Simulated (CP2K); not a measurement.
Band structure of Se (P3_121, 3 atoms in the cell).

```xyz
3
Lattice="4.4882 0.0000 0.0000 -2.2441 3.8869 0.0000 0.0000 0.0000 4.9604" Properties=species:S:1:pos:R:3 pbc="T T T"
Se     0.9779     0.0000     1.6535
Se    -0.4890     0.8469     3.3069
Se     1.7551     3.0399     0.0000
```

Computed with PBE, GPW, DZVP-MOLOPT-SR-GTH basis, GTH-PBE potentials (GTH_POTENTIALS) (CP2K).

Settings: CUTOFF = 400 Ry; REL_CUTOFF = 60 Ry; SMEAR/METHOD = FERMI_DIRAC; ELECTRONIC_TEMPERATURE = 232.09 K; KPOINTS/SCHEME = MONKHORST-PACK 5 5 4; GAMMA_CENTERED = T; XC_FUNCTIONAL = PBE; Se/BASIS_SET = DZVP-MOLOPT-SR-GTH; Se/POTENTIAL = GTH-PBE-q6; METHOD = GPW; EPS_DEFAULT = 1e-10; EXTRAPOLATION = USE_GUESS; NGRIDS = 4; SCF_GUESS = ATOMIC.

The starting cell comes from a database of computed structures (which also holds hypothetical and non-ambient phases and stackings), without a prior relaxation at this level. Its lattice was rescaled by a random factor within 2.5 % of one. Values carry the incompleteness of an atom-centred basis.

Problem. Predict the gap along the standard path and the places of the band edges.

Solution. The gap along the path is 1.10 eV, from L to H; the smallest direct gap on it is 1.31 eV.

Levels in eV from the top of the valence band on the SCF mesh, bands 6 to 10:
| point | 6 | 7 | 8 | 9 | 10 |
|---|---|---|---|---|---|
| Γ | -3.54 | -1.94 | -1.94 | -0.26 | 2.07 |
| M | -3.19 | -2.65 | -1.75 | -0.85 | 2.18 |
| K | -2.61 | -2.61 | -2.54 | -1.30 | 3.11 |
| A | -3.35 | -1.37 | -1.37 | -0.91 | 1.42 |
| L | -4.10 | -1.61 | -1.11 | 0.06 | 1.69 |
| H | -4.65 | -0.85 | -0.19 | -0.19 | 1.16 |

Higher empty bands are left out: an atom-centred basis made for the valence describes them poorly.
